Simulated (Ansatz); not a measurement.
## AlN: Al on a N site (antisite)

Take a 16-atom supercell of AlN in the zinc blende structure (space group F-43m, No. 216; a = 4.3698 Å) at its relaxed geometry as the base.

It is then changed as follows: a neutral Al on a N site (antisite), atoms relaxed at fixed cell, starting from a slightly rattled geometry.

Calculations: r2SCAN in Ansatz (plane waves to 500 eV, PAW, scalar-relativistic without spin-orbit coupling). k-mesh 5×5×5 (Γ-centred); smearing 0.01 eV (Fermi–Dirac).

```json
{
  "pressure": "27.4 GPa (base 0.0 GPa)",
  "mean_distance_from_the_defect_site_to_its_nearest_host_atoms": "2.31 Å (base 1.89 Å)"
}
```

The magnetic state is the one reached from the starting moments; the real material's order can differ, and small cells can't hold many antiferromagnetic ones. In so small a cell the defect repeats every few ångströms: this is an ordered compound, not a dilute defect. A case with no gap was solved on a k-mesh chosen for an insulator, which is coarse for it. Seeded moments were not kept for Al on a N site (antisite). The defect cell is spin-polarised and ends with 0.2 μB, a fractional moment that hangs on the mesh and smearing. This is not the structure that AlN has at room temperature and ambient pressure.

Ansatz is an electronic-structure program.
